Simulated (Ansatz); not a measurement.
# Response to strain in Pt

The reference is Pt in the fcc (Cu type) structure (space group Fm-3m, No. 225; relaxed with 0.1 eV smearing).

```
Pt
1.0
    0.00000     1.97088     1.97088
    1.97088     0.00000     1.97088
    1.97088     1.97088     0.00000
Pt
1
Direct
  0.00000   0.00000   0.00000
```

Strains are applied to the cell and any free atomic positions relax.

Computed with r2SCAN in Ansatz (plane waves to 500 eV, PAW, no spin-orbit coupling).

Notes on the quantities. energy relative to the base: free energy F.

```tsv
isotropic strain (%)	energy relative to the base (meV/atom)
-3	119.5
-2.5	81.1
-2	50.8
-1.5	27.9
-1	12.1
-0.5	?
0	0.0
```

Problem. Fit ΔE = Aε² + Bε³ (ε in %) to the rows shown and predict the withheld row.

Solution. Least squares on the printed values gives A = 11.5 and B = -0.59 meV/atom (largest residual 0.0 meV/atom); this predicts 3.0 meV/atom, and the run gives 3.0 meV/atom, in agreement.

Whether these cells are dynamically stable was not tested. The final runs are not spin-polarised.

Ansatz is a program for electronic structure.
